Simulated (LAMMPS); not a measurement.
An MD run on a melt made from Si (diamond structure), 17576 atoms, at 1860 K and 0 GPa, brought to that temperature within a few picoseconds.

Method: classical MD, pair style tersoff/mod/c, file Si.tersoff.modc; code LAMMPS.

Task: Give g(r) against r (Å) as the simulation yields it.

Result: State found: liquid.
| r (Å) | g(r) |
|---|---|
| 1.980 | 0.000 |
| 2.020 | 0.003 |
| 2.060 | 0.016 |
| 2.100 | 0.070 |
| 2.140 | 0.251 |
| 2.180 | 0.607 |
| 2.220 | 1.17 |
| 2.260 | 1.84 |
| 2.300 | 2.49 |
| 2.340 | 2.92 |
| 2.380 | 3.13 |
| 2.420 | 3.04 |
| 2.460 | 2.78 |
| 2.500 | 2.43 |
| 2.540 | 2.02 |
| 2.580 | 1.66 |
| 2.620 | 1.31 |
| 2.660 | 0.986 |
| 2.700 | 0.690 |
| 2.740 | 0.457 |
| 2.780 | 0.321 |
| 2.820 | 0.249 |
| 2.860 | 0.236 |
| 2.900 | 0.263 |
| 2.940 | 0.326 |
| 2.980 | 0.403 |
| 3.020 | 0.498 |
| 3.060 | 0.572 |
| 3.100 | 0.646 |
| 3.140 | 0.697 |
| 3.180 | 0.750 |
| 3.220 | 0.806 |
| 3.260 | 0.862 |
| 3.300 | 0.904 |
| 3.340 | 0.954 |
| 3.380 | 1.00 |
| 3.420 | 1.04 |
| 3.460 | 1.07 |
| 3.500 | 1.09 |
| 3.540 | 1.12 |
| 3.580 | 1.16 |
| 3.620 | 1.17 |
| 3.660 | 1.20 |
| 3.700 | 1.21 |
| 3.740 | 1.24 |
| 3.780 | 1.26 |
| 3.820 | 1.27 |
| 3.860 | 1.29 |
| 3.900 | 1.29 |
| 3.940 | 1.30 |
| 3.980 | 1.29 |
| 4.020 | 1.27 |
| 4.060 | 1.26 |
| 4.100 | 1.22 |
| 4.140 | 1.21 |
| 4.180 | 1.16 |
| 4.220 | 1.12 |
| 4.260 | 1.09 |
| 4.300 | 1.07 |
| 4.340 | 1.03 |
| 4.380 | 1.01 |
| 4.420 | 0.982 |
| 4.460 | 0.956 |
| 4.500 | 0.942 |
| 4.540 | 0.917 |
| 4.580 | 0.908 |
| 4.620 | 0.897 |
| 4.660 | 0.888 |
| 4.700 | 0.876 |
| 4.740 | 0.867 |
| 4.780 | 0.860 |
| 4.820 | 0.858 |
| 4.860 | 0.861 |
| 4.900 | 0.854 |
| 4.940 | 0.859 |
| 4.980 | 0.853 |
| 5.020 | 0.867 |
| 5.060 | 0.871 |
| 5.100 | 0.876 |
| 5.140 | 0.893 |
| 5.180 | 0.906 |
| 5.220 | 0.918 |
| 5.260 | 0.934 |
| 5.300 | 0.953 |
| 5.340 | 0.968 |
| 5.380 | 0.988 |
| 5.420 | 0.996 |
| 5.460 | 1.01 |
| 5.500 | 1.02 |
| 5.540 | 1.03 |
| 5.580 | 1.03 |
| 5.620 | 1.04 |
| 5.660 | 1.05 |
| 5.700 | 1.05 |
| 5.740 | 1.05 |
| 5.780 | 1.04 |
| 5.820 | 1.05 |
| 5.860 | 1.05 |
| 5.900 | 1.04 |
| 5.940 | 1.04 |
| 5.980 | 1.04 |
| 6.020 | 1.03 |
